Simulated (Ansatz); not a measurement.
Take GaSb in the zinc blende structure (space group F-43m, No. 216; a = 6.1115 Å) as the base.

Calculations: Ansatz (a first-principles code), PBEsol, PAW, cutoff 420 eV, scalar-relativistic without spin-orbit coupling.

Base values:

* **Pressure**: 0.0 GPa
* **Band gap**: zero

Now apply this change: the cell is scaled by 0.9900 in all directions, atoms relaxed at fixed cell.

**Question.** Estimate the effect on the energy relative to the base, pressure and band gap.

**Answer.** The energy rises by 4.3 meV/atom; the pressure goes from zero to 1.7 GPa; the band gap goes from zero to 0.22 eV.

With Sb present, leaving out spin-orbit coupling can change the band edges. The cells carry an imposed strain or load. No phonon test of stability was made. All final runs are without spin polarisation. The zero or small gap of GaSb can change with the level of theory.
